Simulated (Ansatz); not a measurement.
## Effect of biaxial strain −2.40 %, plane normal [001], relaxed out of plane on BN

The reference is BN in the wurtzite structure (space group P6_3mc, No. 186; a = 2.523 Å, c = 4.175 Å). Axes: x lies along a and z along c of the hexagonal cell.

Now apply this change: biaxial strain −2.40 %, plane normal [001], relaxed out of plane (Cartesian); in-plane vectors clamped, the third vector and the atoms free.

Method: LDA, PAW, 420 eV (Ansatz, a program for electronic structure; no spin-orbit coupling). k-mesh 15×15×8 (Γ-centred); smearing 0.05 eV (Fermi–Dirac).

| quantity | base | changed | shift |
|---|---|---|---|
| volume per atom | 5.76 Å³ | 5.50 Å³ | -0.26 Å³ |
| space group | P6_3mc (No. 186) | P6_3mc (No. 186) | – |
| shortest interatomic distance | 1.548 Å | 1.518 Å | -0.0306 Å |
| pressure (mean of the normal stresses, compression positive) | 0.00 GPa | 20.10 GPa | +20.10 GPa |
| band gap | 4.93 eV | 4.65 eV | -0.275 eV |
| gap character | indirect, Γ → K | indirect, Γ → K | – |
| width of the top valence band | 5.56 eV | 5.79 eV | +0.23 eV |
| electron mass | 0.30 mₑ along c, 0.50 mₑ across (at K) | 0.30 mₑ out of plane, 0.48 mₑ in plane (at K) | – |
| valence-band top at Γ (three highest levels, from the VBM) | 0.00, 0.00, -0.29 eV | 0.00, 0.00, -0.53 eV | – |
| out-of-plane strain | – | +0.29 % | – |
| ratio −ε⊥/ε∥ | – | 0.12 | – |

Cost of the whole job for the changed cell (relaxation, final SCF and bands): about 18 core-seconds (a rough figure).

Effective masses come from finite differences of ±0.01 Å⁻¹. No phonon test of stability was made.
